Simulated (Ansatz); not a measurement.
Ansatz (an electronic-structure program) run on Ti₂CS (P6_3/mmc, 8 atoms in the cell): zone-centre phonon calculation.

Method of the run: LDA (PW92), default PAW files made with PBE (plane waves; Ansatz).

```
Ti2CS
1.0
    3.19581     0.00000     0.00000
   -1.59791     2.76766     0.00000
    0.00000     0.00000    11.19187
Ti C S
4 2 2
Direct
  0.33333   0.66667   0.40084
  0.66667   0.33333   0.59916
  0.66667   0.33333   0.90084
  0.33333   0.66667   0.09916
  0.00000   0.00000   0.50000
  0.00000   0.00000   0.00000
  0.66667   0.33333   0.25000
  0.33333   0.66667   0.75000
```

Reference input (self-consistent single point, DFT, LDA (PW92), plane waves, default PAW files made with PBE): basis.ecutwfc = 30.9 Ry; kpoints.mp_grid.grid = 12 12 3; hamiltonian.xc = lda; hamiltonian.pseudopotentials = {kind: paw} (the program's default PAW files); scf.occupations.method = gaussian; scf.occupations.width = 0.0073 Ry. This run's input differs from it in these lines:

Ansatz 0.2 input:
```diff
@@ -15,3 +15,3 @@
 basis:
-  ecutwfc: 30.9 Ry
+  ecutwfc: 21.7 Ry
 kpoints:
@@ -23,6 +23,4 @@
   occupations: { method: gaussian, width: 0.0073 Ry }
-output:
-  forces: true
-  eigenvalues: true
-  stress: true
+phonons:
+  method: dfpt
```

Output (repeated stretches shortened):

```
SCF iter   1: F=—  HF=-12036.467410 eV  |F-HF|=—  |Δ(HF+E_count)|=         —  Δρ=1.09e-2  dr2=9.09e-2  ethr=1.77e-3  ⟨swp⟩=4.8  Hψ=19370  notcnv=0
all-band conjugate gradients solve this SCF's bands
preconditioner: auto → Kerker (q_TF=auto, 2.563 Å⁻¹)
SCF iter   2: F=—  HF=-12036.431282 eV  |F-HF|=—  |Δ(HF+E_count)|=   3.61e-2  Δρ=5.14e-3  dr2=2.32e-2  ethr=1.34e-4  ⟨swp⟩=2.0  Hψ=8714  notcnv=0  defer=228
   [... lines left out ...]
SCF iter   8: F=—  HF=-12036.423121 eV  |F-HF|=—  |Δ(HF+E_count)|=   2.20e-8  Δρ=1.66e-6  dr2=3.13e-9  ethr=1.33e-10  ⟨swp⟩=2.3  Hψ=7902  notcnv=0  defer=228
SCF iter   9: F=—  HF=-12036.423121 eV  |F-HF|=—  |Δ(HF+E_count)|=  7.68e-10  Δρ=3.89e-7  dr2=2.88e-10  ethr=4.60e-12  ⟨swp⟩=2.9  Hψ=9137  notcnv=0  defer=228
SCF iter  10: F=—  HF=-12036.423121 eV  |F-HF|=—  |Δ(HF+E_count)|=  7.64e-11  Δρ=1.09e-7  dr2=1.85e-11  ethr=1.00e-12  ⟨swp⟩=2.1  Hψ=5878  notcnv=0  defer=228
SCF iter  11: F=-12036.423121 eV  HF=-12036.423121 eV  |F-HF|=1.82e-12  |Δ(HF+E_count)|=  1.82e-12  Δρ=1.86e-8  dr2=2.26e-13  ethr=1.00e-12  ⟨swp⟩=9.6  Hψ=20117  notcnv=0
SCF 1 converged in 11 iterations: F = -12036.423121 eV  dr2 = 2.26e-13
DFPT response loops at Γ: preconditioner auto → Kerker (q_TF=auto, 2.563 Å⁻¹) (partly filled bands, converged f_vac=0.000) …
Free energy (F): -12036.423121 eV
Internal energy: -12036.410797 eV  (E = F + TS)
E sigma→0 (E₀):  -12036.416959 eV
Entropy (-TS):   -0.012325 eV (-1.541 meV/atom)
Fermi energy:    14.114269 eV
--- Phonons (Γ-DFPT): 6 representative perturbations + reference, on 121 of 432 k-points (Σ response iterations 23) ---
   [... lines left out ...]
  ASR residual per site (eV/Å²): 5.39e-6 5.39e-6 5.39e-6 5.39e-6 4.27e-6 4.27e-6 1.45e-5 1.45e-5
  Γ frequencies (cm⁻¹): 0.00 0.00 0.00 146.09 146.09 182.69 182.69 213.29 258.83 258.83 261.69 291.33 291.33 309.50 309.50 333.84 366.01 369.98 559.19 564.84 588.38 588.38 594.94 594.94
  non-analytic LO–TO correction: not included (Born effective charges unavailable; polar crystals: no LO–TO splitting at Γ)
```

The run converged in 11 iterations. 

Summary of the result:
| Quantity | Result |
|---|---|
| Free energy E − TS (on the zero of these files) | -12036.4231 eV |
| Fermi level (on the code's own zero) | 14.11 eV |
| Zone-centre frequencies (cm⁻¹; negative means imaginary) | 0, 0, 0, 146, 146, 183, 183, 213, 259, 259, 262, 291, 291, 310, 310, 334, 366, 370, 559, 565, 588, 588, 595, 595 |

The starting cell comes from a database of computed structures (which also holds hypothetical and non-ambient phases and stackings), without a prior relaxation at this level. Its lattice was rescaled by up to half a per cent. Spin polarisation is off, so a magnetic state, if there is one, cannot be reached. The cutoff lies below the one recommended for these files.

Cost on one core of a shared machine: roughly 4 min.
